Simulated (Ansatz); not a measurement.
An Ansatz (an electronic-structure program) input (Kohn–Sham DFT with the r2SCAN functional, run in Ansatz with PAW and 500 eV plane waves, scalar-relativistic without spin-orbit coupling):

Ansatz 0.2 input:
```yaml
crystal:
  lattice:
    - [3.9522136949, 0, 0]
    - [0, 3.9522136949, 0]
    - [1.9761068474, -1.9761068474, 2.8584739925]
  atoms:
    - { symbol: Ge, position: [0, 0, 0] }
    - { symbol: Ge, position: [0.75, 0.75, 0.5] }
basis: { ecutwfc: 500, ecutrho_ratio: 4, xc_grid: 4, fft_grid_basis: typed }
kpoints: { mp_grid: { grid: [10, 10, 10] } }
hamiltonian:
  xc: r2scan
  dispersion: none
  pseudopotentials: { kind: paw }
scf: { occupations: { method: fermi_dirac, width: 0.05 } }
relax: { f_tol: 0.005, max_steps: 50, cell: { stress_tol: 0.01, fix: [a, b, gamma] } }
output: { forces: true, stress: true }
checkpoint: { write: state.ck, write_every: 1000 }
```

**Question.** Which symmetry and how many k-points will the program report, and about how many plane waves at Γ?

**Answer.** Space group I41/amd (ITA 141) with 16 operations, k-points 102 of 1000, and 1155 plane waves at Γ.

**Question.** And the final pressure?

**Answer.** 1.49 GPa (compression positive).

The cells carry an imposed strain or load. Whether these cells are dynamically stable was not tested. The cell was made from Ge in the diamond structure (space group Fd-3m, No. 227) by this change: biaxial strain −1.50 %, plane normal [001], relaxed out of plane.
